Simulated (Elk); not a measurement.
Input and output of a self-consistent single point for GeW (Pm-3m, 2 atoms in the cell) (Elk).

Level of theory: Elk with PBEsol, all-electron FP-LAPW, Elk's shipped species files, APW+lo basis with extra local orbitals.

```
CELL_PARAMETERS angstrom
      3.19502     0.00000     0.00000
      0.00000     3.19502     0.00000
      0.00000     0.00000     3.19502
ATOMIC_POSITIONS crystal
  W  0.00000 0.00000 0.00000
  Ge 0.50000 0.50000 0.50000
```

Reference input (self-consistent single point, DFT, PBE, all-electron FP-LAPW, Elk's shipped species files, APW+lo basis with extra local orbitals): xctype = 20; rgkmax = 7.5; stype = 1; swidth = 0.00999582 Ha; ngridk = 8 8 8; gmaxvr = 14 1/bohr; nxlo = 2; lorbcnd = true; rmtscf = 0.94; lmaxi = 3; maxscl = 100. This run's input differs from it in these lines:

```diff
@@ -4,3 +4,3 @@
 xctype
-  20
+  22
```

Output (repeated stretches shortened):

```
│ Self-consistent loop started │
│ Loop number : 1 │
 total energy                :     -18256.5950668
│ Loop number : 2 │
 total energy                :     -18256.9614848
RMS change in Kohn-Sham potential (target) :   0.1523521181     (  0.1000000000E-05)
Absolute change in total energy (target)   :   0.3664180187     (  0.1000000000E-03)
│ Loop number : 3 │
 total energy                :     -18257.4440214
RMS change in Kohn-Sham potential (target) :   0.1440916783     (  0.1000000000E-05)
Absolute change in total energy (target)   :   0.5741411480     (  0.1000000000E-03)
│ Loop number : 4 │
   [... lines left out ...]
Absolute change in total energy (target)   :   0.1193399803E-03 (  0.1000000000E-03)
│ Loop number : 14 │
 total energy                :     -18259.0490685
RMS change in Kohn-Sham potential (target) :   0.1249457721E-05 (  0.1000000000E-05)
Absolute change in total energy (target)   :   0.1547800603E-03 (  0.1000000000E-03)
│ Loop number : 15 │
 total energy                :     -18259.0491025
RMS change in Kohn-Sham potential (target) :   0.5143721478E-06 (  0.1000000000E-05)
Absolute change in total energy (target)   :   0.7266480316E-04 (  0.1000000000E-03)
Convergence targets achieved

│ Loop number : 16 │

Energies :
 Fermi                       :     0.408128558253
 total energy                :     -18259.0491336

Density of states at Fermi energy :    67.84153266
 (states/Hartree/unit cell)

Estimated indirect band gap :   0.1285099319E-02
 from k-point     14 to k-point      6
Estimated direct band gap   :   0.5737311619E-02
 at k-point     24

Charges :
 core                        :    64.00000000
 valence                     :    42.00000000
 interstitial                :    3.436624314
 muffin-tins (core leakage)
  species :    1 (W)
   atom    1                 :    72.28937750     (  0.3275824838E-06)
  species :    2 (Ge)
   atom    1                 :    30.27399818     (  0.7709714790E-03)
 total in muffin-tins        :    102.5633757
 total calculated charge     :    105.9887456
 total charge                :    106.0000000
 error                       :   0.1125440885E-01

│ Self-consistent loop stopped │
```

The run converged in 16 iterations. The count includes the last loop, which Elk runs after its targets are met. 

The starting cell was generated: these elements placed on a structure prototype, without a prior relaxation; it need not be a known phase or ordering of this composition. Spin-orbit coupling is off. Spin polarisation is off. Values depend on the basis (sphere radii, cutoffs, local orbitals), which need not be converged. The log's line on a gap gives a spacing of levels on this mesh, which the program prints for metals too.
